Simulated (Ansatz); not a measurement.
The reference is Si (space group C2/m, No. 12; a cell from a computed database, its experimental status unchecked).

```yaml
crystal:
  lattice:
    - [6.90138, -1.92005, 0.00000]
    - [6.90138, 1.92005, 0.00000]
    - [-0.74463, 0.00000, 6.28217]
  atoms:
    - { symbol: Si, position: [0.05530, 0.05530, 0.87333] }
    - { symbol: Si, position: [0.94470, 0.94470, 0.12667] }
    - { symbol: Si, position: [0.55907, 0.55907, 0.65330] }
    - { symbol: Si, position: [0.44093, 0.44093, 0.34670] }
    - { symbol: Si, position: [0.21253, 0.21253, 0.05698] }
    - { symbol: Si, position: [0.78747, 0.78747, 0.94302] }
    - { symbol: Si, position: [0.72703, 0.72703, 0.58571] }
    - { symbol: Si, position: [0.27297, 0.27297, 0.41429] }
```

Cartesian axes are those of the cell as printed.

Method: PBEsol (Ansatz, a quantum-chemistry and plane-wave program, PAW, scalar-relativistic without spin-orbit coupling).

Before the change:

```
Quantity                         Result
-----------------------------  --------
Shortest interatomic distance   2.315 Å
Pressure                       0.00 GPa
```

The change: the cell is compressed by 1.17 % along y with no lateral relaxation; the atoms relax in the strained cell.

Problem. What happens to the shortest interatomic distance?

Solution. The shortest interatomic distance drops by 0.005 Å, from 2.315 Å to 2.310 Å.

Problem. Predict the new pressure.

Solution. The pressure (mean of the normal stresses, compression positive) goes from zero to 1.04 GPa.

Problem. What does the calculation give for the energy relative to the base after the change?

Solution. The energy goes up by 1.5 meV/atom.

Stability against distortions was not tested. This is not the structure that Si has at room temperature and ambient pressure.
